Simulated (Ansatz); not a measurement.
By PBEsol, the system below comes out a metal.

Given:

```xyz
1
Lattice="3.1703 0.0000 0.0000 0.0000 3.1703 0.0000 1.5852 -1.5852 1.5852" Properties=species:S:1:pos:R:3 pbc="T T T"
W      0.0000     0.0000     0.0000
```

Space group of this cell: Im-3m, bcc (W type). The cell is taken as given; by PBEsol its mean pressure is -4.8 GPa.

The current runs along the normal of the first two printed vectors, the (001) plane. All runs by Ansatz (a quantum-chemistry and plane-wave program), plane waves and PAW, without spin-orbit coupling; the base is PBEsol.

| run | mean pressure (GPa) | G/A, both spins (10¹⁵ S/m²) |
|---|---|---|
| base | -4.8 | 0.96 |
| all lengths scaled by 0.98 | 16.1 | 1.07 |
| all lengths scaled by 1.02 | -20.7 | … |
| lengths across the current scaled by 0.98, ions clamped | 8.6 | 0.99 |
| lengths across the current scaled by 1.02, ions clamped | -15.8 | 0.92 |
| lengths along the current scaled by 0.97, ions clamped | 5.2 | … |
| lengths along the current scaled by 1.03, ions clamped | -13.1 | … |

### Question
Some entries are withheld; supply them.

### Answer

- all lengths scaled by 1.02, G/A, both spins (10¹⁵ S/m²): 0.87
- lengths along the current scaled by 0.97, ions clamped, G/A, both spins (10¹⁵ S/m²): 1.08
- lengths along the current scaled by 1.03, ions clamped, G/A, both spins (10¹⁵ S/m²): 0.90
